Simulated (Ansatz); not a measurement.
Given:

```
CELL_PARAMETERS angstrom
      3.11376     0.00000     0.00000
     -1.55688     2.69659     0.00000
      0.00000     0.00000     4.98369
ATOMIC_POSITIONS crystal
  Al 0.66667 0.33333 0.49902
  Al 0.33333 0.66667 0.99902
  N  0.66667 0.33333 0.88098
  N  0.33333 0.66667 0.38098
```

All values below come from PBEsol, rigid bands (plane waves, PAW, scalar-relativistic; Ansatz, a first-principles code). How the cell was made: cell and atoms relaxed with PBEsol.

### Question
What conductivity effective mass do dilute holes have at 300 K?

### Answer
3.7 (x), 3.7 (y), 0.41 (z) mₑ.

### Question
What conductivity effective mass do dilute electrons have at 300 K?

### Answer
0.31 (x), 0.31 (y), 0.30 (z) mₑ.

### Question
And the band gap?

### Answer
4.10 eV at this level; semilocal functionals usually fall short of the measured gap.

Rigid bands, one relaxation time for all states, no polarons. Spin-orbit coupling is left out; where it splits the top of the valence band it changes the hole mass and lowers the gap by about a third of the splitting.
